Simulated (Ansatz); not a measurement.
The starting structures come from a database of crystals and need not be the phases stable at ambient conditions.

 Where the default PAW files enter, the runs use the earlier of Ansatz's two default sets.

The decay constant κ of evanescent states in the gap governs leakage through a thin film.

```
ZnS
1.0
    3.80867     0.00000     0.00000
   -1.90433     3.29840     0.00000
    0.00000     0.00000    44.89631
Zn S
14 14
Cartesian
  0.00000   0.00000   6.41568
  0.00000   2.19893   9.61679
  1.90434   1.09947   3.21009
  0.00000   0.00000  35.27503
  0.00000   2.19893  32.06943
  0.00000   0.00000  28.85935
  0.00000   2.19893  16.03696
  0.00000   2.19893   0.00449
  0.00000   0.00000  19.23807
  0.00000   0.00000  41.69071
  1.90434   1.09947  12.82688
  1.90434   1.09947  22.44815
  0.00000   2.19893  25.65375
  0.00000   2.19893  38.48512
  0.00000   2.19893  34.47139
  0.00000   0.00000  44.09716
  0.00000   0.00000   8.81764
  1.90434   1.09947  15.23781
  0.00000   0.00000  31.26579
  0.00000   2.19893  18.43891
  0.00000   2.19893  40.88707
  0.00000   2.19893  12.02323
  1.90434   1.09947  24.85011
  0.00000   0.00000  37.68147
  0.00000   2.19893   2.40644
  0.00000   0.00000  21.64451
  0.00000   2.19893  28.05570
  1.90434   1.09947   5.61204
```

Space group of this cell: P3m1. The cell is strained (lengths along the current scaled by 1.03, ions clamped); by r2SCAN its mean pressure is -2.0 GPa.

Transport runs along the normal of the first two printed cell vectors, the (001) (indices of the unstrained crystal) plane of the conventional cell.

No gap correction and no spin-orbit coupling; mid-gap values are interpolated between computed energies.

Give the band gap and the smallest decay constant κ at mid-gap that r2SCAN (Ansatz, a first-principles code) yields.

Gap 2.53 eV on a 12×12×1 mesh; κ = 0.165 1/Å, at the zone centre.
